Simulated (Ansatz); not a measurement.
The parent structure is Ru in the hcp (Mg type) structure (space group P6_3/mmc, No. 194; a = 2.722 Å, c = 4.294 Å; relaxed with 0.1 eV smearing).

(Cell as relaxed with PBE.)

Levels (all Ansatz, a quantum-chemistry and plane-wave program, PAW): PBE (420 eV, without spin-orbit coupling); r2SCAN (500 eV, spin-orbit coupling left out).

Each level relaxes its own structure.

| base | PBE | r2SCAN |
|---|---|---|
| volume per atom | 13.78 Å³ | 13.50 Å³ |
| lattice parameter a | 2.722 Å | 2.704 Å |
| band gap | zero | zero |

The change: an isotropic linear strain of +0.77 %, atoms relaxed at fixed cell.

| quantity | PBE | r2SCAN |
|---|---|---|
| energy relative to the base (free energy F) | +6.9 meV/atom | (withheld) |
| pressure (mean of the normal stresses, compression positive) | -6.8 GPa | (withheld) |
| band gap | zero | (withheld) |

**Question.** Given the PBE results, estimate those of r2SCAN.

**Answer.** 
- energy relative to the base (free energy F), r2SCAN: +7.4 meV/atom
- pressure (mean of the normal stresses, compression positive), r2SCAN: -7.3 GPa
- band gap, r2SCAN: zero

PBE's energy relative to the base lies 0.4 meV/atom below r2SCAN's; PBE's pressure lies 0.57 GPa above r2SCAN's; the two agree on the band gap. Neither level is exact; r2SCAN is the comparison here, not a measurement.

No phonon test of stability was made. All final runs are without spin polarisation.
